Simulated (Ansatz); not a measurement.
# CsSnBr$_{3}$ in the cubic perovskite structure (space group Pm-3m, No. 221)

Space group Pm-3m (No. 221); a = 5.896 Å, b = 5.896 Å, c = 5.896 Å, α = 90.00°, β = 90.00°, γ = 90.00°

| atom | site | symmetry | x | y | z |
|---|---|---|---|---|---|
| Cs | 1a | m-3m | 0.0000 | 0.0000 | 0.0000 |
| Sn | 1b | m-3m | 0.5000 | 0.5000 | 0.5000 |
| Br | 3c | 4/mm.m | 0.0000 | 0.5000 | 0.5000 |

The values are results of Ansatz (a program for electronic structure), PBE, PAW, cutoff 420 eV, no spin-orbit coupling, not measurements. Settings: 6×6×6 k-points, 0.05 eV Fermi–Dirac smearing.

| Item | Result |
|---|---|
| Volume per atom | 41.00 Å³ |
| Density | 3.98 g/cm³ |
| Band gap | 0.65 eV, direct at R |
| Electron mass (degenerate bands, along [100]) | 0.052, 0.83, 0.83 mₑ |
| Hole mass | 0.069 mₑ |
| Lowest conduction-band minima above the VBM | R along ⟨111⟩ 0.65 eV |
| Total energy | -4010.147 eV/atom (σ→0; compares only within this code and set-up) |

Effective masses come from finite differences of ±0.01 Å⁻¹. Whether these cells are dynamically stable was not tested. Many cubic perovskites are stable only at high temperature; tilts and polar distortions were not tested.
